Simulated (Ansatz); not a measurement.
The starting structures come from a database of crystals and need not be the phases stable at ambient conditions.

Input:

```
CELL_PARAMETERS angstrom
      6.86976     0.00000     0.00000
      0.00000     8.63021     0.00000
      3.43488     0.00000     5.71387
ATOMIC_POSITIONS crystal
  Zr 0.18880 0.75000 0.62240
  Zr 0.81120 0.25000 0.37760
  Tl 0.50000 0.50000 0.00000
  Tl 0.50000 0.00000 0.00000
  Cd 0.80910 0.75000 0.38179
  Cd 0.19090 0.25000 0.61821
  F  0.80323 0.48496 0.39354
  F  0.19677 0.51504 0.60646
  F  0.19677 0.98496 0.60646
  F  0.80323 0.01504 0.39354
  F  0.43683 0.75000 0.71773
  F  0.56317 0.25000 0.28227
  F  0.15455 0.25000 0.28227
  F  0.84545 0.75000 0.71773
  F  0.48004 0.25000 0.68556
  F  0.51996 0.75000 0.31444
  F  0.16560 0.75000 0.31444
  F  0.83440 0.25000 0.68556
  F  0.00954 0.75000 0.98093
  F  0.99046 0.25000 0.01907
```

Space group of this cell: Cmcm. The cell was relaxed by PBE-D3(BJ); by r2SCAN its mean pressure is -2.8 GPa.

Transport runs along the normal of the first two printed cell vectors.

The gap is the functional's own, uncorrected, and κ follows it; spin-orbit coupling is left out. Mid-gap values are interpolated between the computed energies.

Q: Predict the band gap and the smallest decay constant κ at mid-gap from r2SCAN in Ansatz (an electronic-structure program).

A: Gap 5.58 eV on a 6×4×6 mesh; κ = 0.521 1/Å, at the zone centre.
